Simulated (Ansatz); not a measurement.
AlB2-type MgB₂ was calculated with r²SCAN+rVV10 (plane waves, PAW; Ansatz, an electronic-structure program).

Settings: plane-wave cutoff 600 eV, 18×18×12 k mesh (along the axes of the cell as run), Fermi–Dirac smearing 0.1 eV, finite displacements, scalar-relativistic PAW data made under PBE.

Computed at the level's own relaxed cell.

```cif
data_B2Mg
_chemical_formula_sum 'Mg1 B2'
_space_group_name_H-M_alt 'P6/mmm'
_space_group_IT_number 191
_space_group_name_Hall '-P 6 2'
_cell_length_a 3.06640
_cell_length_b 3.06640
_cell_length_c 3.50608
_cell_angle_alpha 90.000
_cell_angle_beta 90.000
_cell_angle_gamma 120.000
loop_
_atom_site_label
_atom_site_type_symbol
_atom_site_symmetry_multiplicity
_atom_site_Wyckoff_symbol
_atom_site_fract_x
_atom_site_fract_y
_atom_site_fract_z
_atom_site_occupancy
Mg1 Mg 1 a 0.00000 0.00000 0.00000 1
B1 B 2 d 0.33333 0.66667 0.50000 1
```

Harmonic phonon frequencies (cm⁻¹; i marks an imaginary mode):

| q point | frequencies |
|---|---|
| Γ | 0 0 0 345 345 408 578 578 708 |
| M | 262 269 340 436 478 511 729 736 776 |
| A | 234 234 237 237 325 398 528 528 642 |

No imaginary mode appears at these points.
